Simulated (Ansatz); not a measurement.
Consider MoP in the CsCl type structure (space group Pm-3m, No. 221; a = 3.0038 Å; a hypothetical phase, not in the database extracts checked; relaxed with 0.1 eV smearing). Axes: x, y, z lie along the cube axes.

Method: plane-wave PAW DFT at the PBE level (Ansatz, a quantum-chemistry and plane-wave program, 420 eV), scalar-relativistic without spin-orbit coupling.

A first run, uniaxial strain ε_xx = +1.97 %, gives secant values C11 ≈ 420 GPa and C12 ≈ 120 GPa from its stress. A second run applies isotropic strain −1.47 %.

**Question.** What does linear elasticity predict for the bulk modulus −ΔP/(ΔV/V₀) in the second run, and what does the run give?

**Answer.** Linear elasticity: (C11 + 2 C12)/3 = 220 GPa. The run gives 260 GPa; any difference comes from nonlinear terms at these strains and numerical noise.

Whether these cells are dynamically stable was not tested. All final runs are without spin polarisation.
